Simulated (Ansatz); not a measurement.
A stack in vacuum: 2 layers of MgF2-1T, started at antiparallel, shifted by (1/3,2/3) (facing atoms over hollows or bridges).

These are PBE+D3(BJ) (plane waves to 420 eV, PAW; Ansatz, a program for electronic structure) values and carry that method's errors. No spin–orbit coupling; PBE gaps are too small against experiment. Its k-point mesh 12×12×1, Fermi–Dirac width 0.01 eV. A dipole correction is on.

Question: Predict its spacing, binding and gap.

Answer: 
- gap between facing atomic planes = 2.43 Å
- step of the vacuum level across the stack (top less bottom) = +0.09 eV
- interaction energy of the frozen layers = -15.2 meV/Å²
- interaction energy without the D3 term at this geometry = +1.7 meV/Å²
- PBE gap over the mesh and listed points off it = 7.18 eV, indirect (lowest direct gap 7.27 eV)
- valence and conduction edges under the vacuum level of the lower face = 9.63 and 2.45 eV
